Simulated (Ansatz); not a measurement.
Band structure of AlRu (Pm-3m, 2 atoms in the cell).

```xyz
2
Lattice="2.9825 0.0000 0.0000 0.0000 2.9825 0.0000 0.0000 0.0000 2.9825" Properties=species:S:1:pos:R:3 pbc="T T T"
Al     0.0000     0.0000     0.0000
Ru     1.4912     1.4912     1.4912
```

Method: PBE (plane waves, PAW; Ansatz, a quantum-chemistry and plane-wave program).

Settings: basis.ecutwfc = 420 eV; kpoints.mp_grid.grid = 11 11 11; hamiltonian.xc = pbe; hamiltonian.pseudopotentials = {kind: paw} (the program's default PAW files); scf.occupations.method = gaussian; scf.occupations.width = 0.05 eV; kpoints.band_path.npoints = 8.

The starting cell comes from a database of computed structures (which also holds hypothetical and non-ambient phases and stackings), without a prior relaxation at this level. Spin polarisation is off.

Levels in eV from the Fermi level, bands 6 to 13:
| point | 6 | 7 | 8 | 9 | 10 | 11 | 12 | 13 |
|---|---|---|---|---|---|---|---|---|
| Γ | -3.62 | -3.62 | 0.18 | 0.18 | 0.18 | 6.13 | 6.13 | 6.13 |
| X | -5.50 | -2.81 | -1.62 | -1.62 | 0.43 | 2.33 | 7.40 | 11.03 |
| M | -3.10 | -1.37 | -1.37 | -1.19 | -1.19 | 1.55 | 5.37 | 6.33 |
| R | -4.68 | -4.68 | 1.65 | 1.65 | 2.64 | 4.15 | 4.15 | 4.15 |

Bands cross the Fermi level along this path, so the cell is metallic at this level.

Keys are those of Ansatz 0.2.
